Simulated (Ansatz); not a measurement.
We consider Ca3GeO (Imma, No. 74, 10 atoms in the cell; start mp-17193), described by PBEsol (Ansatz, a quantum-chemistry and plane-wave program, PAW).

Numerical settings: plane-wave cutoff 520 eV, 8×8×8 k mesh, Fermi–Dirac smearing 0.01 eV, scalar-relativistic PAW data made under PBE.

Cell (relaxed with PBEsol):

```
Ca3GeO
1.0
   -3.29956     4.66758     3.31128
    3.29956    -4.66758     3.31128
    3.29956     4.66758    -3.31128
Ca Ge O
6 2 2
Direct
  0.76913   0.00000   0.26913
  0.23087   0.00000   0.73087
  0.23087   0.50000   0.23087
  0.76913   0.50000   0.76913
  0.71240   0.46240   0.25000
  0.28760   0.53760   0.75000
  0.24904   0.99904   0.25000
  0.75096   0.00096   0.75000
  0.00000   0.50000   0.50000
  0.50000   0.50000   0.00000
```

Question: What does this level give for the band gap?

Answer: 
- band gap = 0.03 eV (direct)

Spin–orbit coupling is not included; it can close the smallest gap of 0.03 eV.

Computing time: very roughly 90 core-seconds.

A start named mp-… is a Materials Project structure, which need not be a measured phase.
